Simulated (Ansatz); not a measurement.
We consider InSe (P-6m2, No. 187; cell taken from a computed entry), described by r²SCAN+rVV10 (Ansatz, a first-principles code, plane waves, PAW).

Run with plane-wave cutoff 560 eV, 12×12×2 k mesh (along the axes of the cell as run), Fermi–Dirac smearing 0.01 eV, scalar-relativistic PAW data made under PBE.

Computed at the level's own relaxed cell.

Question: Estimate the band gap, lattice parameter a and lattice parameter c that the calculation returns.

Answer: 
band gap: 0.80 eV (on the SCF k mesh)
lattice parameter a: 4.019 Å
lattice parameter c: 16.839 Å

Note: the relaxation could not lower the start's symmetry, so the cell can be a saddle point above a distorted one.

Spin–orbit coupling is not included.
